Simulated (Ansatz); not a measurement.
System: interstitial O in rutile SnO2 (charge state -2). These are PBE, PAW (plane waves to 420 eV; Ansatz, a first-principles code) values and carry that method's errors.

Settings: 72 host sites, the relaxed PBE lattice, one k-point at (0.250, 0.250, 0.250), smearing 0.01 eV, spin-restricted, no image-charge correction. Energies are static. The charge state is imposed; whether it is stable for some Fermi level was not computed. Sites that were not tried may lie lower.

Barriers: single points on a 2×2×2 k-point mesh shifted by half a step at the bands' geometries.

Relaxed starting cell (atoms counted from 1):

```yaml
crystal:
  lattice:
    - [9.65485, 0.00000, 0.00000]
    - [0.00000, 9.65485, 0.00000]
    - [0.00000, 0.00000, 9.71526]
  atoms:
    - { symbol: Sn, position: [0.99401, 0.99254, 0.99650] }
    - { symbol: Sn, position: [0.99791, 0.01733, 0.32505] }
    - { symbol: Sn, position: [0.99781, 0.99984, 0.66343] }
    - { symbol: Sn, position: [0.00059, 0.50709, 0.99825] }
    - { symbol: Sn, position: [0.99845, 0.49655, 0.33097] }
    - { symbol: Sn, position: [0.00252, 0.49775, 0.66480] }
    - { symbol: Sn, position: [0.50034, 0.00695, 0.00274] }
    - { symbol: Sn, position: [0.49729, 0.00525, 0.33351] }
    - { symbol: Sn, position: [0.50599, 0.99772, 0.66873] }
    - { symbol: Sn, position: [0.49787, 0.49187, 0.00419] }
    - { symbol: Sn, position: [0.49995, 0.49653, 0.33158] }
    - { symbol: Sn, position: [0.49433, 0.50260, 0.66753] }
    - { symbol: Sn, position: [0.22295, 0.24285, 0.17647] }
    - { symbol: Sn, position: [0.25619, 0.24808, 0.50407] }
    - { symbol: Sn, position: [0.24882, 0.24828, 0.83784] }
    - { symbol: Sn, position: [0.24975, 0.75186, 0.16708] }
    - { symbol: Sn, position: [0.24576, 0.75275, 0.49869] }
    - { symbol: Sn, position: [0.25226, 0.75361, 0.83279] }
    - { symbol: Sn, position: [0.77584, 0.24216, 0.17161] }
    - { symbol: Sn, position: [0.74596, 0.25316, 0.50224] }
    - { symbol: Sn, position: [0.74982, 0.25174, 0.83597] }
    - { symbol: Sn, position: [0.75009, 0.75450, 0.16614] }
    - { symbol: Sn, position: [0.75239, 0.75025, 0.49748] }
    - { symbol: Sn, position: [0.74510, 0.74286, 0.83175] }
    - { symbol: O, position: [0.14776, 0.14798, 0.99701] }
    - { symbol: O, position: [0.19851, 0.11481, 0.35314] }
    - { symbol: O, position: [0.15392, 0.15264, 0.66920] }
    - { symbol: O, position: [0.14987, 0.66336, 0.99652] }
    - { symbol: O, position: [0.15015, 0.65664, 0.33368] }
    - { symbol: O, position: [0.15569, 0.65222, 0.66722] }
    - { symbol: O, position: [0.64894, 0.16371, 0.00055] }
    - { symbol: O, position: [0.65890, 0.15244, 0.33395] }
    - { symbol: O, position: [0.65626, 0.15290, 0.67029] }
    - { symbol: O, position: [0.64911, 0.65063, 0.00098] }
    - { symbol: O, position: [0.65164, 0.65376, 0.33327] }
    - { symbol: O, position: [0.65017, 0.65237, 0.66340] }
    - { symbol: O, position: [0.11730, 0.43514, 0.16124] }
    - { symbol: O, position: [0.09495, 0.39752, 0.49791] }
    - { symbol: O, position: [0.09792, 0.40495, 0.83367] }
    - { symbol: O, position: [0.09834, 0.90761, 0.16516] }
    - { symbol: O, position: [0.08837, 0.90087, 0.49871] }
    - { symbol: O, position: [0.09629, 0.90337, 0.82896] }
    - { symbol: O, position: [0.59856, 0.39914, 0.16756] }
    - { symbol: O, position: [0.58607, 0.39931, 0.50449] }
    - { symbol: O, position: [0.59567, 0.40523, 0.83241] }
    - { symbol: O, position: [0.59108, 0.90108, 0.16698] }
    - { symbol: O, position: [0.59760, 0.90246, 0.49893] }
    - { symbol: O, position: [0.59773, 0.90288, 0.83705] }
    - { symbol: O, position: [0.40130, 0.10014, 0.16644] }
    - { symbol: O, position: [0.42030, 0.10518, 0.50806] }
    - { symbol: O, position: [0.40391, 0.09600, 0.83246] }
    - { symbol: O, position: [0.40217, 0.59777, 0.16663] }
    - { symbol: O, position: [0.40012, 0.59751, 0.49892] }
    - { symbol: O, position: [0.40182, 0.59674, 0.83659] }
    - { symbol: O, position: [0.85176, 0.03874, 0.14546] }
    - { symbol: O, position: [0.90156, 0.10128, 0.50106] }
    - { symbol: O, position: [0.90044, 0.09463, 0.83082] }
    - { symbol: O, position: [0.90005, 0.59677, 0.16589] }
    - { symbol: O, position: [0.90828, 0.59904, 0.50144] }
    - { symbol: O, position: [0.90067, 0.59184, 0.82854] }
    - { symbol: O, position: [0.34161, 0.34094, 0.00524] }
    - { symbol: O, position: [0.34005, 0.34842, 0.33367] }
    - { symbol: O, position: [0.34310, 0.34908, 0.67148] }
    - { symbol: O, position: [0.34746, 0.84998, 0.99984] }
    - { symbol: O, position: [0.34890, 0.84624, 0.33474] }
    - { symbol: O, position: [0.34781, 0.84817, 0.66514] }
    - { symbol: O, position: [0.85340, 0.34638, 0.99953] }
    - { symbol: O, position: [0.81932, 0.37517, 0.34290] }
    - { symbol: O, position: [0.84544, 0.34838, 0.66817] }
    - { symbol: O, position: [0.85512, 0.82504, 0.99091] }
    - { symbol: O, position: [0.85066, 0.84455, 0.33479] }
    - { symbol: O, position: [0.84253, 0.84624, 0.66754] }
    - { symbol: O, position: [0.00045, 0.21657, 0.23737] }
```
Cell charge -2.

End state 1 differs by these moves (Å; atoms that move under 0.08 Å are left out):

```json
[
 {"atom": "1", "element": "Sn", "Δx": "0.01", "Δy": "0.21", "Δz": "0.13"},
 {"atom": "13", "element": "Sn", "Δx": "0.06", "Δy": "-0.04", "Δz": "-0.09"},
 {"atom": "15", "element": "Sn", "Δx": "0.07", "Δy": "0.04", "Δz": "-0.06"},
 {"atom": "19", "element": "Sn", "Δx": "-0.22", "Δy": "-0.03", "Δz": "-0.05"},
 {"atom": "24", "element": "Sn", "Δx": "0.06", "Δy": "0.06", "Δz": "0.03"},
 {"atom": "25", "element": "O", "Δx": "0.32", "Δy": "-0.17", "Δz": "-0.17"},
 {"atom": "26", "element": "O", "Δx": "-0.16", "Δy": "0.15", "Δz": "0.02"},
 {"atom": "31", "element": "O", "Δx": "-0.07", "Δy": "-0.01", "Δz": "-0.05"},
 {"atom": "32", "element": "O", "Δx": "-0.16", "Δy": "0.09", "Δz": "0.04"},
 {"atom": "37", "element": "O", "Δx": "-0.08", "Δy": "-0.09", "Δz": "0.06"},
 {"atom": "40", "element": "O", "Δx": "-0.06", "Δy": "-0.08", "Δz": "0.02"},
 {"atom": "42", "element": "O", "Δx": "-0.07", "Δy": "-0.01", "Δz": "0.05"},
 {"atom": "44", "element": "O", "Δx": "0.09", "Δy": "0.08", "Δz": "-0.02"},
 {"atom": "46", "element": "O", "Δx": "-0.08", "Δy": "-0.03", "Δz": "0.00"},
 {"atom": "50", "element": "O", "Δx": "-0.07", "Δy": "-0.05", "Δz": "-0.01"},
 {"atom": "51", "element": "O", "Δx": "0.08", "Δy": "0.04", "Δz": "-0.06"},
 {"atom": "55", "element": "O", "Δx": "-0.23", "Δy": "-0.02", "Δz": "0.20"},
 {"atom": "59", "element": "O", "Δx": "-0.07", "Δy": "-0.06", "Δz": "0.01"},
 {"atom": "68", "element": "O", "Δx": "0.25", "Δy": "-0.28", "Δz": "-0.10"},
 {"atom": "70", "element": "O", "Δx": "-0.01", "Δy": "0.12", "Δz": "0.04"},
 {"atom": "71", "element": "O", "Δx": "0.04", "Δy": "-0.07", "Δz": "0.04"},
 {"atom": "73", "element": "O", "Δx": "0.21", "Δy": "-0.43", "Δz": "-0.67"}
]
```

What forward and backward barriers to end state 1 does PBE, PAW give?

forward 0.085 eV, backward 0.030 eV; at the saddle point atom 73 has neighbours O at 2.32, O at 2.43, O at 2.52, O at 2.57, O at 2.73; Sn at 2.10, Sn at 2.16, Sn at 2.41, Sn at 2.51 Å. The program found a first-order saddle point.
